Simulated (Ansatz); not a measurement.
The parent structure is VO₂ in the rutile structure (space group P4_2/mnm, No. 136; a = 4.536 Å, c = 2.802 Å; ferromagnetic). Axes: x, y, z lie along a, b, c of the conventional cell.

Computed with PBEsol (Ansatz, a first-principles code; PAW; 420 eV plane waves; without spin-orbit coupling).

Base values:

| Property | Result |
|---|---|
| Pressure | 0.0 GPa |
| Volume per atom | 9.61 Å³ |

Now apply this change: tensile biaxial strain of 3.15 % in the plane normal to [001], as in epitaxy on a mismatched substrate; the out-of-plane cell vector and the atoms relax.

**Question.** How does this affect the pressure?

**Answer.** The pressure (mean of the normal stresses, compression positive) goes from zero to -8.2 GPa.

**Question.** Predict the new volume per atom.

**Answer.** The volume per atom goes up by 0.39 Å³ to 10.00 Å³.

Other magnetic orders, which the real material may have, were not ruled out. Without a gap, meshes like the base's 8×8×13 leave anisotropic stresses uncertain by several tenths of a GPa, and small strain energies with them. No phonon test of stability was made. No Hubbard U is applied, and correlation can decide whether such a compound is a metal. The base started in P2_1/c and relaxed to P4_2/mnm at this level.
